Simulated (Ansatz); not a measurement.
Cell and atoms of amorphous Ti20O42Zr:

```xyz
63
Lattice="9.2813 -0.1283 0.0851 -0.1283 9.4906 0.2416 0.0851 0.2416 9.1927" Properties=species:S:1:pos:R:3 pbc="T T T"
Ti     6.7652     2.5249     4.8762
Ti     8.8293     8.4165     7.9125
Ti     0.1083     1.3840     4.8587
Ti     1.4068     2.4681     1.6555
Ti     5.6217     5.6672     2.9529
Ti     2.1562     9.4034     3.3825
Ti     7.3332     5.9456     8.9725
Ti     8.8908    -0.0418     1.3847
Ti     7.8310     3.7327     1.8887
Ti     2.1186     7.6765     0.6859
Ti     0.6010     6.3472     2.8753
Ti     5.1046     8.9688     1.7585
Ti     2.8671     5.4385     5.5576
Ti     4.5655     3.9092     0.5622
Ti     5.0828     1.5380     7.7304
Ti     3.5574     3.1161     3.8241
Ti     2.2197     2.8103     7.2498
Ti     5.5094     7.2804     7.1927
Ti     2.9989     8.8439     6.8386
Ti     0.8579     5.1424     8.6570
O      1.8250     1.9835     3.6207
O      4.8919     9.0959     7.1627
O      6.8227     4.0654     3.4685
O      6.4203     7.1402     5.7260
O      4.5624     5.5025     1.5608
O      5.5438     0.6905     0.1382
O      5.0083     2.2392     4.1166
O      3.6248     6.9256     6.5438
O      1.6536     0.6842     1.3000
O      2.1416     7.6734     2.7102
O      0.0703     9.4596     3.6209
O      0.1744     7.7757     1.3377
O      1.7306     4.8518     7.0923
O      8.7074     8.8697     6.2033
O      7.1839     5.7120     1.5933
O      3.2634     1.1863     7.1848
O      1.6427     8.5012     8.1001
O      7.3014     0.8129     4.6027
O      2.9413     3.4705     5.5992
O      6.0905     3.2440     1.0461
O      6.2772     2.4078     6.6295
O      3.9128     8.0251     0.6653
O      9.0624     6.4644     8.1329
O      4.2125     4.9598     4.1641
O      8.7737     0.3727     8.7848
O      8.4583     6.6623     3.8675
O      5.6776     5.5896     8.2177
O      2.0115     5.9074     0.4288
O      7.0030     7.7836     8.3643
O      4.0513     0.2562     2.6014
O      8.6361     2.8621     4.8325
O      0.3466     4.6215     2.1417
O      8.3648     4.3283     9.1223
O      8.7878     2.0499     1.8542
O      7.0795     9.1382     2.2933
O      4.1041     3.1616     8.2536
O      3.2432     3.2407     1.8938
O      0.9175     1.8533     6.4720
O      1.5029     3.2809     9.0368
O      2.3640     9.1175     5.2005
O      5.6221     7.4690     3.2227
O      1.6113     5.8542     4.4358
Zr     7.3982     8.3090     4.3106
```

Calculation: PBE, scalar-relativistic without spin-orbit coupling (plane waves to 420 eV, PAW; Ansatz, an electronic-structure program).

A CHGNet melt-quench gave the starting glass, which DFT then relaxed. O atoms were pushed apart under 1.9 Å during the dynamics, to hinder bonds among them. The hot cell started wider than the set density and was brought back towards it in steps. It is the lowest in DFT energy of 2 quenches. It is a model cell: composition and starting density were chosen by hand, and all elements were melted together. No dispersion term was used. Its density started from a set value of 3.69 and ended at 3.53 g/cm³. Cooling (nominally 360 K/ps over its main leg) ran many orders faster than in experiment, which tends to leave more defects and strain. A cell of this size samples the disorder only roughly. Volume and shape were free in the relaxation.

Cut-offs for bonds: Ti-Ti 3.12 Å, Ti-O 2.50 Å, Ti-Zr 3.27 Å, O-O 1.58 Å, O-Zr 2.65 Å, Zr-Zr 3.41 Å. Two cations that share two anions don't count as bonded, nor two that share one unless they lie closer than Ti-Ti 3.04 Å, Ti-Zr 3.18 Å, Zr-Zr 3.32 Å.

Task: Give the coordination numbers, mean bond lengths and angles.

Result: 
```json
{
 "Mean coordination of Ti by anions": "5.30 (14 with 5, 6 with 6)",
 "Mean coordination of O": "2.69 (15 with 2, 25 with 3, 2 with 4)",
 "Mean coordination of Zr by anions": "7.00 (1 with 7)",
 "Mean Ti-O bond": "1.956 Å (spread 0.134 Å, 106 counted)",
 "Mean O-Zr bond": "2.181 Å (spread 0.121 Å, 7 counted)",
 "Bond angle at Ti": "mean 105.1°, spread 26.2°",
 "Bond angle at O": "mean 118.5°, spread 20.3°",
 "Bond angle at Zr": "mean 101.5°, spread 30.2°"
}
```

Task: List the pairs of like atoms that count as bonded by the rules above.

Result: There are none by these rules.
